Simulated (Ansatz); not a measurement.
**Effect of biaxial strain −1.50 %, plane normal [111], relaxed out of plane on KMgF3**

The parent structure is KMgF₃ in the cubic perovskite structure (space group Pm-3m, No. 221; a = 3.991 Å). Axes: x, y, z lie along the cube axes.

One thing is altered: compressive biaxial strain of 1.50 % in the plane normal to [111], as in epitaxy on a mismatched substrate; the out-of-plane cell vector and the atoms relax.

The values are results of Ansatz (a quantum-chemistry and plane-wave program), PBEsol, PAW, cutoff 420 eV, no SOC, not measurements. k-mesh 8×8×8 (Γ-centred); smearing 0.05 eV (Fermi–Dirac).

```json
[
 {"quantity": "volume per atom", "base": "12.72 Å³", "changed": "12.46 Å³", "shift": "-0.26 Å³"},
 {"quantity": "space group", "base": "Pm-3m (No. 221)", "changed": "R-3m (No. 166)", "shift": "–"},
 {"quantity": "shortest interatomic distance", "base": "1.996 Å", "changed": "1.982 Å", "shift": "-0.0132 Å"},
 {"quantity": "energy relative to the base (free energy F)", "base": "0 meV/atom", "changed": "+2.8 meV/atom", "shift": "+2.8 meV/atom"},
 {"quantity": "pressure (mean of the normal stresses, compression positive)", "base": "0.01 GPa", "changed": "1.57 GPa", "shift": "+1.56 GPa"},
 {"quantity": "band gap", "base": "7.12 eV", "changed": "7.25 eV", "shift": "+0.138 eV"},
 {"quantity": "gap character", "base": "–", "changed": "indirect, T → Γ", "shift": "–"},
 {"quantity": "smallest direct gap", "base": "7.44 eV", "changed": "7.55 eV", "shift": "+0.11 eV"},
 {"quantity": "electron mass", "base": "0.51 mₑ (at Γ)", "changed": "0.51 mₑ (at Γ)", "shift": "–"},
 {"quantity": "out-of-plane strain", "base": "–", "changed": "+0.99 %", "shift": "–"},
 {"quantity": "ratio −ε⊥/ε∥", "base": "–", "changed": "0.66", "shift": "–"},
 {"quantity": "mean in-plane stress (compression positive)", "base": "–", "changed": "+2.3 GPa", "shift": "–"}
]
```

Cost of the whole job for the changed cell (relaxation, final SCF and bands): roughly 40 core-seconds.

Masses are band curvatures over ±0.01 Å⁻¹ around the edge. Whether these cells are dynamically stable was not tested. k-point labels follow each cell's own Brillouin zone.
